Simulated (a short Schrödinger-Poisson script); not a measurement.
Stack: symmetric double-gate stack, SiO2 on p-type Si(100), at 300 K.

```tsv
layer	material	thickness (nm)	Na (cm⁻³)
1	SiO2	2	-
2	Si	2	3e17
3	SiO2	2	-
```

The device is made up for the run: typed textbook-type constants, with dimensions and the other settings drawn at random. SiO2: permittivity 3.9, conduction-band edge (eV) 3.15, gap (eV) 9, electron mass (mₑ) 0.5. Si: permittivity 11.7, conduction-band edge (eV) 0, gap (eV) 1.124, Nv at 300 K (cm⁻³) 3.1e19.

Channel valleys (confinement mass, in-plane density-of-states mass, number): Δ2 0.916, 0.19, 2; Δ4 0.19, 0.417, 4. At the gates, both at one voltage, the conduction-band edge of layer 1 lies 3.43 eV − eVg above the Fermi level of the channel. Gaps are held at their typed values at every temperature. Mesh 0.03 nm at interfaces.

From a short Schrödinger-Poisson script (our own, NumPy): 1D Poisson equation in equilibrium, electrons quantum, Hartree (BenDaniel-Duke, 12 states a valley, the channel's in-plane mass for all, wave functions free to enter the dielectric), parabolic valleys, classical holes, full ionisation, no traps, pinning or gate leakage.

The same stack at other levels of the model or other numerical settings:

| run | sheet density of all electrons at Vg = 1.7 V (cm⁻²) | sheet density of all electrons at Vg = 0.5 V (cm⁻²) | capacitance of both gates at Vg = 1.7 V (μF/cm²) | rough cost against the base |
|---|---|---|---|---|
| base | 2.39e13 | 2.63e12 | 3.01 | about 1 |
| electrons treated as classical, Boltzmann | ? | ? | 3.32 | 0.06 |
| electrons treated as classical, Fermi-Dirac | 2.74e13 | ? | 3.15 | 0.1 |
| mesh six times as coarse | 2.38e13 | 2.61e12 | 2.99 | 0.4 |
| one subband a valley | 2.39e13 | 2.63e12 | 3.01 | 0.4 |

Task: What belongs in the gaps?

Result: 
- electrons treated as classical, Boltzmann, sheet density of all electrons at Vg = 0.5 V (cm⁻²): 4.54e12
- electrons treated as classical, Boltzmann, sheet density of all electrons at Vg = 1.7 V (cm⁻²): 2.87e13
- electrons treated as classical, Fermi-Dirac, sheet density of all electrons at Vg = 0.5 V (cm⁻²): 4.40e12

The classical rows ignore confinement, and Boltzmann statistics overrate the density once the band edge passes the Fermi level.
